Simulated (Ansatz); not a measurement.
The starting structures come from a database of crystals and need not be the phases stable at ambient conditions.

 Where the default PAW files enter, the runs use the earlier of Ansatz's two default sets.

**Evanescent states of CaClF (P4/nmm, not sure to be the ambient phase, 6 atoms a cell, 17.1 Å³ an atom) along the normal of (111)**

Computed with r2SCAN (plane waves, PAW; Ansatz, a program for electronic structure).

The gap is the functional's own. No spin-orbit coupling. Mid-gap values are interpolated on the energy grid.

Energies count from the valence-band top; κ is the least over a 6×4 mesh across the current.

| E (eV) | κ (1/Å) | where |
|---|---|---|
| 0.14 | 0.159 | Γ |
| 0.43 | 0.250 | Γ |
| 0.72 | 0.304 | Γ |
| 1.01 | 0.341 | Γ |
| 1.30 | 0.370 | Γ |
| 1.59 | 0.391 | Γ |
| 1.89 | 0.408 | Γ |
| 2.17 | 0.421 | Γ |
| 2.46 | 0.430 | Γ |
| 2.75 | 0.436 | Γ |
| 3.04 | 0.439 | Γ |
| 3.33 | 0.440 | Γ |
| 3.62 | 0.438 | Γ |
| 3.92 | 0.434 | Γ |
| 4.21 | 0.427 | Γ |
| 4.50 | 0.419 | Γ |
| 4.79 | 0.407 | Γ |
| 5.08 | 0.393 | Γ |
| 5.37 | 0.350 | Γ |
| 5.66 | 0.295 | Γ |
| 5.95 | 0.220 | Γ |
| 6.24 | 0.081 | Γ |

Problem. How thick must the barrier be to attenuate the transmission by 10^4 when the electrodes' Fermi level lies at 5.66 eV, and what attenuation does that film give at 5.37 eV?

Solution. d = 4 ln 10 / (2 × 0.295) = 15.6 Å. At 5.37 eV it gives 4 × 0.350/0.295 = 4.7 decades.
